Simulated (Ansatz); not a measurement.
# Pressure series in WC

Consider WC (space group P-6m2, No. 187; a = 2.9220 Å, c = 2.8473 Å).

Cell and atoms are relaxed at each pressure.

Method: PBE (Ansatz, a quantum-chemistry and plane-wave program), no spin-orbit coupling, earlier PAW set.

Two rows of this table had their results exchanged by mistake.

```json
[
 {"pressure": "pressure −2 GPa", "volume per atom (Å³)": "10.58", "shortest distance (Å)": "2.211", "band gap": "zero"},
 {"pressure": "pressure −1 GPa", "volume per atom (Å³)": "10.55", "shortest distance (Å)": "2.209", "band gap": "zero"},
 {"pressure": "pressure 0.3 GPa", "volume per atom (Å³)": "10.52", "shortest distance (Å)": "2.207", "band gap": "zero"},
 {"pressure": "pressure 0.7 GPa", "volume per atom (Å³)": "10.51", "shortest distance (Å)": "2.206", "band gap": "zero"},
 {"pressure": "pressure 1.5 GPa", "volume per atom (Å³)": "10.27", "shortest distance (Å)": "2.190", "band gap": "zero"},
 {"pressure": "pressure 3 GPa", "volume per atom (Å³)": "10.45", "shortest distance (Å)": "2.202", "band gap": "zero"},
 {"pressure": "pressure 5 GPa", "volume per atom (Å³)": "10.39", "shortest distance (Å)": "2.198", "band gap": "zero"},
 {"pressure": "pressure 7.5 GPa", "volume per atom (Å³)": "10.33", "shortest distance (Å)": "2.194", "band gap": "zero"},
 {"pressure": "pressure 10 GPa", "volume per atom (Å³)": "10.49", "shortest distance (Å)": "2.205", "band gap": "zero"}
]
```

Q: Which two?

A: The rows for pressure 1.5 GPa and pressure 10 GPa: the volume has to fall steadily with pressure, so 10.49 Å³ belongs to pressure 1.5 GPa and 10.27 Å³ to pressure 10 GPa.

Load acts through the strain it causes; cell and atoms are relaxed under it. Whether these cells are dynamically stable was not tested. No other phases were tried under pressure. The final runs are not spin-polarised.
